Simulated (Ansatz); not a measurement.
N interstitial in wurtzite AlN (start: void with 3N nearest; 96-site cell, 2×2×2 shifted sampling). Level of theory: PBE, PAW (plane waves to 420 eV; Ansatz, a quantum-chemistry and plane-wave program). Total energies of the localised charge states, counted from that of charge +1, and their image corrections (point charge with alignment); the host's valence-band maximum lies at 6.942 eV on the cells' energy zero and its gap is 4.03 eV.

```
charge         moment (μB)  E − E(first) (eV)  correction (eV)
------  ------------------  -----------------  ---------------
+1                     2.0              0.000            0.319
0                      1.0              8.781            0.000
−1      not spin-polarised             17.317            0.111
```

**Question.** Derive the transition levels above the valence-band maximum and say which of them are thermodynamic.

**Answer.** A level is the Fermi energy at which two charges have equal formation energy: ε(q/q′) = [E(q′) + corr(q′) − E(q) − corr(q)] / (q − q′) − E_VBM.
ε(+1/0) = [(8.781 + 0.000) − (0.000 + 0.319)] / 1 − 6.942 = 1.52 eV
ε(0/−1) = [(17.317 + 0.111) − (8.781 + 0.000)] / 1 − 6.942 = 1.71 eV
Thermodynamic levels at least 0.1 eV inside the gap: (+1/0) at 1.52 eV; (0/−1) at 1.71 eV. They hold to tenths of an eV in this cell. Only the charges listed were compared. At charge −2 the carrier sat in host band states, shallow at most. Charge +2 has its level within 0.1 eV of a band edge or past it. The geometries come from one start. Flagged in the runs: a host whose relaxation on this sampling wasn't shown to rest, a strain field that reaches the edge of the cell.
